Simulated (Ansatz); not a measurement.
**Rh: response to strain**

Start from Rh in the fcc (Cu type) structure (space group Fm-3m, No. 225; relaxed with 0.1 eV smearing).

```yaml
crystal:
  lattice:
    - [0.00000, 1.89079, 1.89079]
    - [1.89079, 0.00000, 1.89079]
    - [1.89079, 1.89079, 0.00000]
  atoms:
    - { symbol: Rh, position: [0.00000, 0.00000, 0.00000] }
```

Strains are applied to the cell and any free atomic positions relax.

Method: PBEsol (Ansatz, a first-principles code, PAW, scalar-relativistic without spin-orbit coupling).

Candidates:
(a) isotropic strain +1.00 %
(b) isotropic strain −1.00 %
(c) isotropic strain −1.50 %
(d) isotropic strain −2.50 %
(e) isotropic strain −2.00 %

Notes on the quantities. energy relative to the base: free energy F.

**Question.** Order them by energy relative to the base, highest first.

**Answer.** (d) isotropic strain −2.50 % (+77 meV/atom), (e) isotropic strain −2.00 % (+48 meV/atom), (c) isotropic strain −1.50 % (+27 meV/atom), (b) isotropic strain −1.00 % (+12 meV/atom), (a) isotropic strain +1.00 % (+11 meV/atom)

No phonon test of stability was made. The final runs are not spin-polarised. Rh lies near a magnetic instability that expansion can trigger; it was not tested.
